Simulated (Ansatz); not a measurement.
The parent structure is CsCaH₃ in the cubic perovskite structure (space group Pm-3m, No. 221; a = 4.5405 Å; a cell from a computed database, its experimental status unchecked). Axes: x, y, z lie along the cube axes.

It is then changed as follows: biaxial strain −1.07 %, plane normal [111], relaxed out of plane (Cartesian); in-plane vectors clamped, the third vector and the atoms free.

Levels (all Ansatz, a program for electronic structure, PAW): PBEsol (420 eV, no spin-orbit coupling); HSE06 (420 eV, no spin-orbit coupling).

The geometry is relaxed with PBEsol.

PBEsol band gap: 2.83 eV

With HSE06 at the same geometry, the band gap grows by 1.38 eV (2.83 eV → 4.21 eV).

Single points use the geometry relaxed with PBEsol. HSE06 gaps are upper bounds (no full band path). Stability against distortions was not tested. Many cubic perovskites are stable only at high temperature; tilts and polar distortions were not tested.
